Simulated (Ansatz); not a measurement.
The reference is TaSi2 (space group P6_222, No. 180).

```
TaSi2
1.0
    4.80299     0.00000     0.00000
   -2.40149     4.15951     0.00000
    0.00000     0.00000     6.60342
Ta Si
3 6
Direct
  0.50000   0.00000   0.00000
  0.50000   0.50000   0.33333
  0.00000   0.50000   0.66667
  0.15903   0.31806   0.00000
  0.84097   0.15903   0.33333
  0.68194   0.84097   0.66667
  0.84097   0.68194   0.00000
  0.15903   0.84097   0.33333
  0.31806   0.15903   0.66667
```

Cartesian axes are those of the cell as printed.

Level of theory: Ansatz (a first-principles code) PBE, without spin-orbit coupling.

Before the change:

| Quantity | Value |
|---|---|
| Shortest interatomic distance | 2.568 Å |
| Pressure | 0.0 GPa |

It is then changed as follows: tensile biaxial strain of 2.28 % in the plane normal to [001], as in epitaxy on a mismatched substrate; the out-of-plane cell vector and the atoms relax.

**Question.** What happens to the shortest interatomic distance?

**Answer.** The shortest interatomic distance falls by 0.003 Å (2.568 Å → 2.565 Å).

**Question.** How does this affect the pressure?

**Answer.** The pressure (mean of the normal stresses, compression positive) goes from zero to -5.4 GPa.

Without a gap, meshes like the base's 11×11×7 leave anisotropic stresses uncertain by several tenths of a GPa, and small strain energies with them. Stability against distortions was not tested. The final runs are not spin-polarised. An odd electron count without spin: TaSi2.
